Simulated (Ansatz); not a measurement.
# HfN: response to strain

Take HfN in the rock salt structure (space group Fm-3m, No. 225; a = 4.525 Å) as the base. Axes: x, y, z lie along the cube axes.

Strains are applied to the cell and any free atomic positions relax; under stress the whole cell relaxes.

Calculations: Kohn–Sham DFT with the r2SCAN functional, run in Ansatz (a first-principles code) with PAW and 500 eV plane waves, no spin-orbit coupling.

Candidates:
(a) isotropic strain −3.93 %
(b) isotropic strain +0.33 %
(c) uniaxial stress, 0.5 GPa tension along x
(d) uniaxial strain ε_zz = +2.24 %

Notes on the quantities. energy relative to the base: free energy F.

Q: Order them by energy relative to the base, lowest first.

A: (c) uniaxial stress, 0.5 GPa tension along x (0.0 meV/atom), (b) isotropic strain +0.33 % (+1.0 meV/atom), (d) uniaxial strain ε_zz = +2.24 % (+10 meV/atom), (a) isotropic strain −3.93 % (+161 meV/atom)

Without a gap, meshes like the base's 18×18×18 leave anisotropic stresses uncertain by several tenths of a GPa, and small strain energies with them. Stability under load was not tested beyond the relaxation. All final runs are without spin polarisation. An odd electron count without spin: HfN.
